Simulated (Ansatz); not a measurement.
We consider MoSi2 (P6₂22, No. 180, 9 atoms in the cell; start mp-8938; a measured phase of this formula has another space group), described by r²SCAN+rVV10 in Ansatz (plane waves, PAW).

Numerical settings: plane-wave cutoff 560 eV, 18×18×8 k mesh (along the axes of the cell as run), Fermi–Dirac smearing 0.05 eV, no spin polarisation, scalar-relativistic PAW data made under PBE.

Cell (relaxed at this level):

MoSi2 is modelled in the hexagonal space group P6₂22 (No. 180), Pearson symbol hP9. Lattice parameters: a = b = 4.577 Å, c = 6.569 Å, α = β = 90.00°, γ = 120.00°. Si on 6j has 5 Si at 2.546–2.665 Å and 5 Mo at 2.563–2.664 Å. Mo on 3d sees 10 Si at 2.563–2.664 Å and 4 Mo at 3.167 Å. (Neighbours: up to the widest gap in distance over summed covalent radii, below 1.35, at either atom; cation-cation and far metal-metal contacts left out.)

Task: Predict the band gap, smallest direct gap on the k points sampled and Γ–Γ gap.

Result: 
band gap: 0.15 eV
smallest direct gap on the k points sampled: 0.70 eV
Γ–Γ gap: 3.11 eV

Spin–orbit coupling is not included.

Computed values are for the static lattice.

The result took roughly 2.5 core-minutes.

A start named mp-… is a Materials Project structure, which need not be a measured phase.

Ansatz is an electronic-structure program.
